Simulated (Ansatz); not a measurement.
For CsCl-type AgCd, PBEsol (PAW; Ansatz, a quantum-chemistry and plane-wave program) gives:

| Quantity | Result |
|---|---|
| lattice parameter a | 3.309 Å |
| enthalpy of formation | -0.079 eV/atom |

Question: What does r²SCAN (Ansatz, PAW) give for the same quantities?

Answer: 
- lattice constant a: 3.345 Å (goes up by 1.1 %)
- formation enthalpy: -0.064 eV/atom (moves by +0.015 eV/atom)

For comparison: lattice constant a 3.33 Å (measured, temperature not stated, copied from a table, unchecked, not corrected to a static lattice; as tabulated in Crystal Structures 1, 85 (1963)).

Changes are worked out from the printed values.

Unless a cell is named, each level is at its own relaxed cell (PBEsol 18.11, r²SCAN 18.71 Å³/atom).

Ansatz's density-functional and Hartree–Fock values are scalar-relativistic unless marked +SOC, with PAW data made under PBE.
